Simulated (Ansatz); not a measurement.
## A computed series for hypothetical rutile BeF2: element substitutions

Start from BeF2 in the rutile structure (space group P4_2/mnm, No. 136; a = 4.228 Å, c = 2.540 Å; a hypothetical phase, not in the database extracts checked).

Each row replaces one element on all its sites; cell and atoms are relaxed.

Computed with Ansatz (a program for electronic structure), PBEsol, PAW, cutoff 420 eV, scalar-relativistic without spin-orbit coupling.

| variant | band gap | lattice parameter a | c/a ratio |
|---|---|---|---|
| base | 8.93 eV | 4.228 Å | 0.601 |
| Be → Li | zero | (withheld) | 0.644 |
| Be → Sn | 2.50 eV | 5.472 Å | (withheld) |
| F → Cl | (withheld) | 5.898 Å | 0.527 |

Problem. What belongs in the blanks?

Solution. 
- Be → Li, lattice parameter a: 4.564 Å
- Be → Sn, c/a ratio: 0.694
- F → Cl, band gap: 5.22 eV

The magnetic state is the one reached from the starting moments; the real material's order can differ, and small cells can't hold many antiferromagnetic ones. No phonon test of stability was made. As relaxed here, LiF2, SnF2 and BeCl2 are hypothetical phases, not in the database extracts checked.
